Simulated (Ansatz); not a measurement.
**Lattice parameter a of Al (model structure, P-3m1, No. 164, 11 atoms in the cell) at several levels of theory**

No measured value is used here.

```tsv
level (code)	value (Å)
LDA (Ansatz)	[?]
PBE (Ansatz)	2.853
PBEsol (Ansatz)	2.835
r²SCAN (Ansatz)	2.821
```

What belongs in the gaps?


- LDA (Ansatz, an electronic-structure program), value (Å): 2.812

Cutoffs differ between the levels. Ansatz's density-functional and Hartree–Fock values are scalar-relativistic unless marked +SOC, with PAW data made under PBE.

A model structure was made by putting elements into a prototype or built by hand; it is no filed structure, need not be a known phase, and can be a saddle point held by its symmetry.
